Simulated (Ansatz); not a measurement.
Levels about the gap of amorphous In24O39W (64 atoms in a cell of 922 Å³, 6.42 g/cm³; zone centre alone, so wide bands show as single levels with stretches between that a denser mesh fills), at the geometry that PBE relaxed, where it gives 0.2 GPa on a denser mesh. The participation number counts the atoms over which a state spreads; weights are charges in smoothed Voronoi cells. The levels come from a single point, so bond lengths are those of that geometry. Method of the levels: PBE, scalar-relativistic without spin-orbit coupling (Ansatz, a first-principles code). Sampling: the zone centre alone; Fermi-Dirac width 0.02 eV; no spin polarisation. At PBE the levels at the filled edge of the gap are localised (band-tail or defect states), and the nearest spread-out levels lie 0.8 eV apart at the zone centre.

It comes from a melt-quench run on a machine-learned potential (CHGNet), relaxed afterwards by DFT. O atoms were pushed apart under 1.9 Å during the dynamics, to hinder bonds among them. The hot cell started wider than the set density and was brought back towards it in steps. It is the lowest in DFT energy of 2 quenches. It is a model cell: composition and starting density were chosen by hand, and all elements were melted together. No dispersion term was used. Its density started from a set value of 6.53 and ended at 6.42 g/cm³. The quench (nominally 330 K/ps over its main leg) was far faster than any real one, so the model tends to hold more defects than a real film. One small periodic cell is one sample of the glass; other quenches scatter about these values. The volume was free in the relaxation, at fixed shape. Stress components on the final sampling reach 0.8 GPa.

| E - E(highest filled), eV | filling | participation number | largest on | weight O | weight In | weight W |
|---|---|---|---|---|---|---|
| -0.52 | filled | 22.1 | O, 3 neighbours | 0.93 | 0.07 | 0.00 |
| -0.48 | filled | 13.2 | O, 3 neighbours | 0.95 | 0.05 | 0.00 |
| -0.46 | filled | 12.9 | O, 3 neighbours | 0.94 | 0.06 | 0.00 |
| -0.43 | filled | 13.1 | O, 3 neighbours | 0.94 | 0.06 | 0.00 |
| -0.34 | filled | 9.7 | O, 3 neighbours | 0.95 | 0.05 | 0.00 |
| -0.26 | filled | 4.9 | O, 3 neighbours | 0.95 | 0.05 | 0.00 |
| 0.00 | filled | 3.7 | O, 3 neighbours | 0.96 | 0.04 | 0.00 |
| 0.39 | empty | 59.8 | In, 5 neighbours | 0.55 | 0.44 | 0.00 |
| 2.86 | empty | 11.3 | W, 6 neighbours | 0.49 | 0.24 | 0.27 |
| 2.91 | empty | 15.2 | W, 6 neighbours | 0.51 | 0.29 | 0.20 |
| 3.10 | empty | 23.0 | In, 6 neighbours | 0.58 | 0.41 | 0.01 |
| 3.15 | empty | 5.5 | W, 6 neighbours | 0.45 | 0.15 | 0.40 |
| 3.29 | empty | 33.7 | In, 4 neighbours | 0.57 | 0.35 | 0.07 |
| 3.34 | empty | 35.7 | In, 4 neighbours | 0.61 | 0.39 | 0.01 |

Most localised among these is the filled level at +0.00 eV, on a O atom, which has 3 neighbours (In 2.11 Å, In 2.14 Å, In 2.37 Å).
